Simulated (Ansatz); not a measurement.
Ansatz (a first-principles code) run on HgTe (P3_221, 6 atoms in the cell): dielectric-response calculation.

Computed with LDA (PW92), default PAW files made with PBE (plane waves; Ansatz).

```xyz
6
Lattice="4.6489 0.0000 0.0000 -2.3245 4.0261 0.0000 0.0000 0.0000 10.3768" Properties=species:S:1:pos:R:3 pbc="T T T"
Hg     1.6000     2.7712     0.0000
Hg     1.4490     0.0000     6.9179
Hg    -0.7245     1.2549     3.4589
Te     1.1941     2.0683     5.1884
Te     2.2607     0.0000     1.7295
Te    -1.1303     1.9578     8.6473
```

Reference input (self-consistent single point, DFT, LDA (PW92), plane waves, default PAW files made with PBE): basis.ecutwfc = 30.9 Ry; kpoints.mp_grid.grid = 6 6 3; hamiltonian.xc = lda; hamiltonian.pseudopotentials = {kind: paw} (the program's default PAW files); scf.occupations.method = fermi_dirac; scf.occupations.width = 0.0015 Ry. This run's input differs from it in these lines:

```diff
@@ -24,8 +24,5 @@
   occupations:
-    method: fermi_dirac
-    width: 0.0015 Ry
-output:
-  forces: true
-  eigenvalues: true
-  stress: true
+    method: fixed
+dielectric:
+  field_mesh: kpoints
```

Output (repeated stretches shortened):

```
SCF iter   1: F=—  HF=-61049.224988 eV  |F-HF|=—  |Δ(HF+E_count)|=         —  Δρ=4.15e-3  dr2=1.60e-2  ethr=1.77e-3  ⟨swp⟩=5.0  Hψ=11821  notcnv=0  defer=476
all-band conjugate gradients solve this SCF's bands
preconditioner: auto → Resta (q_TF=auto, 2.474 Å⁻¹)
SCF iter   2: F=—  HF=-61049.220450 eV  |F-HF|=—  |Δ(HF+E_count)|=   4.54e-3  Δρ=2.07e-3  dr2=3.63e-3  ethr=1.48e-5  ⟨swp⟩=3.2  Hψ=7744  notcnv=0  defer=502
   [... lines left out ...]
SCF iter   6: F=—  HF=-61049.220008 eV  |F-HF|=—  |Δ(HF+E_count)|=   1.56e-4  Δρ=7.50e-6  dr2=1.55e-7  ethr=2.41e-9  ⟨swp⟩=2.1  Hψ=5019  notcnv=0  defer=342
SCF iter   7: F=—  HF=-61049.220008 eV  |F-HF|=—  |Δ(HF+E_count)|=   3.31e-8  Δρ=1.89e-6  dr2=1.05e-8  ethr=1.44e-10  ⟨swp⟩=3.0  Hψ=6340  notcnv=0  defer=342
SCF iter   8: F=—  HF=-61049.220008 eV  |F-HF|=—  |Δ(HF+E_count)|=   1.98e-9  Δρ=4.68e-7  dr2=4.96e-10  ethr=9.71e-12  ⟨swp⟩=2.0  Hψ=4630  notcnv=0  defer=342
SCF iter   9: F=-61049.220008 eV  HF=-61049.220008 eV  |F-HF|=0.00e0  |Δ(HF+E_count)|=  4.37e-11  Δρ=1.38e-7  dr2=3.65e-11  ethr=1.00e-12  ⟨swp⟩=11.6  Hψ=15797  notcnv=0
SCF 1 converged in 9 iterations: F = -61049.220008 eV  dr2 = 3.65e-11
DFPT response loops at Γ: preconditioner auto → Resta (q_TF=auto, 2.474 Å⁻¹)  ε∞=9.6 (no band partly filled) …
   [... lines left out ...]
WARN: field response: the 6×6×3 k-mesh looks too coarse for the field response at k = (0.0000, 0.0000, 0.0000), direct gap 0.795 eV …
Free energy (F): -61049.220008 eV
Fermi energy:    8.831357 eV
   [... lines left out ...]
         0.00000   -2.63848    0.69354
        -0.00000    0.99403   -2.39115
    site 5:
        -2.39829   -0.41603   -0.60062
        -0.41603   -1.91790   -0.34677
        -0.86085   -0.49701   -2.39115
  Z* charge neutrality: 1.368e-5 e pre-enforcement
  k-mesh period / interband length: 27.9 Å / 3.20 Å = 8.71 at k = (0.0000, 0.0000, 0.0000), direct gap 0.795 eV — UNDER 14: by this measure the k-mesh is too coarse for the response
```

The run converged in 9 iterations. 

Summary of the result:
```
Property                                                                                                                                    Value
----------------------------------------------------------------------------------------  -------------------------------------------------------
Free energy E − TS (on the zero of these files)                                                                                    -61049.2200 eV
Top of the valence band (on the code's own zero)                                                                                          8.83 eV
Gap on the k-point mesh                                                                                                                   0.65 eV
ε∞ at this k-point mesh, which may be far from converged in small-gap cells (xx, yy, zz)                                         12.9, 12.9, 18.3
Born charges at this mesh (mean of the diagonal, e)                                       Hg 2.24, Hg 2.24, Hg 2.24, Te -2.24, Te -2.24, Te -2.24
```

The starting cell comes from a database of computed structures (which also holds hypothetical and non-ambient phases and stackings), without a prior relaxation at this level. Its lattice was rescaled by up to half a per cent. Spin-orbit coupling is off.

Cost on one core of a shared machine: roughly 9 min.

Keys are those of Ansatz 0.2.
